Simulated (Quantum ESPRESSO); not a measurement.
Input and output of a self-consistent single point for SrTeO3 (P2_1/c, 20 atoms in the cell) (Quantum ESPRESSO).

Level of theory: LDA (PZ), GBRV 1.5 ultrasoft (LDA) pseudopotentials (plane waves; Quantum ESPRESSO).

```xyz
20
Lattice="6.7918 0.0000 0.0000 0.0000 7.2397 0.0000 -5.1630 0.0000 6.9768" Properties=species:S:1:pos:R:3 pbc="T T T"
Sr     5.1750     4.5535     0.9103
Sr    -3.5462     2.6862     6.0664
Sr    -0.9647     0.9336     2.5781
Sr     2.5935     6.3060     4.3987
Te     2.0008     6.0093     0.7224
Te    -0.3720     1.2303     6.2543
Te     2.2095     2.3895     2.7659
Te    -0.5807     4.8501     4.2108
O     -1.8760     5.8986     3.3406
O      3.5048     1.3410     3.6361
O      6.0863     2.2788     0.1478
O     -4.4575     4.9608     6.8290
O      1.0405     6.5953     2.2164
O      0.5883     0.6443     4.7604
O      3.1698     2.9755     1.2720
O     -1.5410     4.2642     5.7048
O     -3.3010     0.2086     6.5256
O      4.9297     7.0311     0.4511
O      2.3482     3.8284     3.9395
O     -0.7194     3.4113     3.0373
```

Reference input (self-consistent single point, DFT, PBEsol, plane waves, GBRV 1.5 ultrasoft (PBESOL) pseudopotentials): ecutwfc = 40 Ry; ecutrho = 200 Ry; occupations = smearing; smearing = gaussian; degauss = 0.00147 Ry; potentials = {Sr: sr_pbesol_v1.uspp.F.UPF, Te: te_pbesol_v1.uspp.F.UPF, O: o_pbesol_v1.2.uspp.F.UPF}; K_POINTS = automatic 4 3 4 0 0 0; conv_thr = 1e-10 Ry. This run's input differs from it in these lines:

```diff
@@ -27,5 +27,5 @@
 ATOMIC_SPECIES
-Sr    87.6200  sr_pbesol_v1.uspp.F.UPF
-Te   127.6000  te_pbesol_v1.uspp.F.UPF
-O     15.9990  o_pbesol_v1.2.uspp.F.UPF
+Sr    87.6200  sr_lda_v1.uspp.F.UPF
+Te   127.6000  te_lda_v1.uspp.F.UPF
+O     15.9990  o_lda_v1.2.uspp.F.UPF
 ATOMIC_POSITIONS angstrom
```

Output, abridged:

```
     Self-consistent Calculation

     iteration #  1     ecut=    40.00 Ry     beta= 0.70

---- Real-time Memory Report at c_bands before calling an iterative solver
           416 MiB given to the printing process from OS
           391 MiB allocation reported by mallinfo(arena+hblkhd)
------------------

     negative rho (up, down):  2.565E-01 0.000E+00

     total energy              =    -771.40807150 Ry
     estimated scf accuracy    <       7.42512512 Ry

     iteration #  2     ecut=    40.00 Ry     beta= 0.70

---- Real-time Memory Report at c_bands before calling an iterative solver
   [... lines left out ...]
           761 MiB given to the printing process from OS
           453 MiB allocation reported by mallinfo(arena+hblkhd)
------------------

     negative rho (up, down):  2.619E-01 0.000E+00

     total energy              =    -775.31325797 Ry
     estimated scf accuracy    <          4.0E-10 Ry

     iteration # 14     ecut=    40.00 Ry     beta= 0.70

---- Real-time Memory Report at c_bands before calling an iterative solver
           761 MiB given to the printing process from OS
           453 MiB allocation reported by mallinfo(arena+hblkhd)
------------------

     negative rho (up, down):  2.619E-01 0.000E+00
     End of self-consistent calculation

     the Fermi energy is     7.7768 ev

!    total energy              =    -775.31325797 Ry
     estimated scf accuracy    <          1.4E-11 Ry
     smearing contrib. (-TS)   =      -0.00000000 Ry
     internal energy E=F+TS    =    -775.31325797 Ry

     convergence has been achieved in  14 iterations

     negative rho (up, down):  2.619E-01 0.000E+00

     Forces acting on atoms (cartesian axes, Ry/au):

     atom    1 type  1   force =     0.00030368   -0.00269088   -0.00004997
     atom    2 type  1   force =    -0.00030368    0.00269088    0.00004997
     atom    3 type  1   force =    -0.00030368   -0.00269088    0.00004997
     atom    4 type  1   force =     0.00030368    0.00269088   -0.00004997
     atom    5 type  2   force =     0.08083120   -0.03754370    0.01689926
   [... lines left out ...]
     Total force =     0.322685     Total SCF correction =     0.000006
   [... lines left out ...]

     negative rho (up, down):  2.619E-01 0.000E+00
          total   stress  (Ry/bohr**3)                   (kbar)     P=       26.50
   0.00004151   0.00000000  -0.00001488            6.11        0.00       -2.19
   0.00000000   0.00016768   0.00000000            0.00       24.67        0.00
  -0.00001488   0.00000000   0.00033129           -2.19        0.00       48.73

   JOB DONE.
```

The run converged in 14 iterations. Against the reference run the pressure goes from 5.65 to 2.65 GPa, the largest force goes from 2.513 to 2.332 eV/Å and the gap on the mesh goes from 3.606 to 3.584 eV.

The starting cell comes from a database of computed structures (which also holds hypothetical and non-ambient phases and stackings), without a prior relaxation at this level. Spin-orbit coupling is off. Forces in this geometry exceed 1 eV/Å.

Cost on one core of a shared machine: roughly 10 min.
